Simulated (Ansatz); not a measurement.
An Ansatz (an electronic-structure program) input (PBE (Ansatz), scalar-relativistic without spin-orbit coupling, earlier PAW set):

Ansatz 0.2 input:
```yaml
crystal:
  lattice:
    - [3.2220393221, 0, 0]
    - [0, 6.448786065, 0]
    - [0, 0, 4.822456561]
  atoms:
    - { symbol: P, position: [0.5, 0.7613745383, 0.7499228737] }
    - { symbol: Au, position: [0, 0.5, 0.258941216] }
    - { symbol: P, position: [0.5, 0.2386254617, 0.7499228737] }
    - { symbol: P, position: [0, 0, 0.2530185542] }
    - { symbol: B, position: [0, 0.7789012283, 0.9753362248] }
    - { symbol: B, position: [0.5, 0.5, 0.551215843] }
    - { symbol: B, position: [0, 0.2210987717, 0.9753362248] }
    - { symbol: B, position: [0.5, 0, 0.4863061895] }
basis: { ecutwfc: 420, ecutrho_ratio: 4, xc_grid: 2, fft_grid_basis: typed }
kpoints: { mp_grid: { grid: [14, 7, 10] } }
hamiltonian:
  xc: pbe
  dispersion: none
  pseudopotentials: { azcp: { folder: ./paw }, kind: paw }
scf: { occupations: { method: fermi_dirac, width: 0.05 }, convergence: { dr2_threshold: 0.0000000008 } }
output: { forces: true, stress: true }
checkpoint: { write: state.ck, write_every: 1000 }
```

Question: Which symmetry and how many k-points will the program report, and about how many plane waves at Γ?

Answer: Space group Pmm2 (ITA 25) with 4 operations, k-points 192 of 980, and 1931 plane waves at Γ.

These are small ordered cells, not random alloys; other orderings at the same x differ. Stability against distortions was not tested. All final runs are without spin polarisation. The cell was made from BP by this change: x(Au) = 0.25, 8 atoms, Pmm2.
